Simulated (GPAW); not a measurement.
Band structure of GaAg (Pm-3m, 2 atoms in the cell).

```yaml
crystal:
  lattice:
    - [3.31723, 0.00000, 0.00000]
    - [0.00000, 3.31723, 0.00000]
    - [0.00000, 0.00000, 3.31723]
  atoms:
    - { symbol: Ga, position: [0.50000, 0.50000, 0.50000] }
    - { symbol: Ag, position: [0.00000, 0.00000, 0.00000] }
```

Level of theory: PBEsol, GPAW PAW datasets PBEsol (made by gpaw-setup) (plane waves; GPAW).

Settings: mode = pw; ecut = 600 eV; xc = PBEsol; kpts = 13 13 13; mesh shift (steps) = 0 0 0; occupations.name = methfessel-paxton; occupations.width = 0.272 eV; occupations.order = 0; nbands = -10; convergence.density = 1e-05 e/electron; convergence.energy = 1e-05 eV/electron; symmetry.symmorphic = false; symmetry.tolerance = 0.0005; maxiter = 120.

The starting cell comes from a database of computed structures (which also holds hypothetical and non-ambient phases and stackings), without a prior relaxation at this level.

Levels in eV from the Fermi level, bands 7 to 14:
```csv
point,7,8,9,10,11,12,13,14
Γ,-4.40,-4.40,-4.40,3.31,3.31,3.31,6.07,8.67
X,-4.96,-4.96,-4.38,-3.08,7.04,7.04,8.50,8.67
M,-4.74,-3.98,-2.47,-2.47,-1.31,0.77,7.18,11.32
R,-3.96,-3.96,-2.17,2.66,2.66,2.66,2.73,2.73
```

Bands cross the Fermi level along this path, so the cell is metallic at this level.
